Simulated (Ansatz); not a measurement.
Results of BLYP (plane waves, PAW; Ansatz, a quantum-chemistry and plane-wave program) for AlB2-type MgB2.

Numerical settings: plane-wave cutoff 520 eV, 18×18×12 k mesh (along the axes of the cell as run), Fermi–Dirac smearing 0.1 eV, perturbation theory, scalar-relativistic PAW data made under PBE.

Computed at the level's own relaxed cell.

```xyz
3
Lattice="3.0831 0.0000 0.0000 -1.5416 2.6701 0.0000 0.0000 0.0000 3.5587" Properties=species:S:1:pos:R:3 pbc="T T T"
Mg     0.0000     0.0000     0.0000
B      1.5416     0.8900     1.7793
B      0.0000     1.7800     1.7793
```

Harmonic phonon frequencies (cm⁻¹; i marks an imaginary mode):

| q point | frequencies |
|---|---|
| Γ | 0 0 0 307 307 367 490 490 681 |
| M | 236 238 318 407 459 481 672 694 754 |
| K | 242 281 281 425 425 663 677 677 720 |

No imaginary mode appears at these points.
